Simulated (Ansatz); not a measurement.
Where the default PAW files enter, the runs use the earlier of Ansatz's two default sets.

Consider the following.

```
ZnS
1.0
    3.80839     0.00000     0.00000
   -1.90420     3.29816     0.00000
    0.00000     0.00000    24.89096
Zn S
8 8
Direct
  0.33333   0.66667   0.74991
  0.66667   0.33333   0.24991
  0.33333   0.66667   0.12479
  0.66667   0.33333   0.62479
  0.00000   0.00000   0.00004
  0.00000   0.00000   0.50004
  0.66667   0.33333   0.87532
  0.33333   0.66667   0.37532
  0.00000   0.00000   0.59371
  0.00000   0.00000   0.09371
  0.66667   0.33333   0.96899
  0.33333   0.66667   0.46899
  0.33333   0.66667   0.21850
  0.66667   0.33333   0.71850
  0.66667   0.33333   0.34393
  0.33333   0.66667   0.84393
```

Space group of this cell: P6_3mc. The cell is taken as given.

The current runs along the normal of the first two printed vectors, the (001) plane. All runs by Ansatz (a first-principles code), plane waves and PAW, without spin-orbit coupling; the base is r2SCAN.

```json
[
 {"run": "base", "mean pressure (GPa)": "0.2", "gap (eV)": "2.73", "mid-gap κ (1/Å)": "0.174"},
 {"run": "all lengths scaled by 0.98", "mean pressure (GPa)": "5.6", "gap (eV)": "3.01", "mid-gap κ (1/Å)": "0.185"},
 {"run": "all lengths scaled by 1.02", "mean pressure (GPa)": "-4.0", "gap (eV)": "2.45", "mid-gap κ (1/Å)": "0.163"},
 {"run": "lda in place of r2scan", "mean pressure (GPa)": "-3.9", "gap (eV)": "1.91", "mid-gap κ (1/Å)": "0.133"},
 {"run": "lengths across the current scaled by 0.98, ions clamped", "mean pressure (GPa)": "3.7", "gap (eV)": "[?]", "mid-gap κ (1/Å)": "[?]"},
 {"run": "lengths across the current scaled by 1.02, ions clamped", "mean pressure (GPa)": "-2.6", "gap (eV)": "2.52", "mid-gap κ (1/Å)": "0.169"},
 {"run": "lengths along the current scaled by 0.97, ions clamped", "mean pressure (GPa)": "2.9", "gap (eV)": "[?]", "mid-gap κ (1/Å)": "[?]"},
 {"run": "lengths along the current scaled by 1.03, ions clamped", "mean pressure (GPa)": "-1.9", "gap (eV)": "[?]", "mid-gap κ (1/Å)": "[?]"},
 {"run": "pbesol in place of r2scan", "mean pressure (GPa)": "-1.3", "gap (eV)": "2.03", "mid-gap κ (1/Å)": "0.140"}
]
```

### Question
Fill in the missing entries.

### Answer

- lengths across the current scaled by 0.98, ions clamped, gap (eV): 2.87
- lengths across the current scaled by 0.98, ions clamped, mid-gap κ (1/Å): 0.178
- lengths along the current scaled by 0.97, ions clamped, gap (eV): 2.81
- lengths along the current scaled by 0.97, ions clamped, mid-gap κ (1/Å): 0.184
- lengths along the current scaled by 1.03, ions clamped, gap (eV): 2.53
- lengths along the current scaled by 1.03, ions clamped, mid-gap κ (1/Å): 0.164
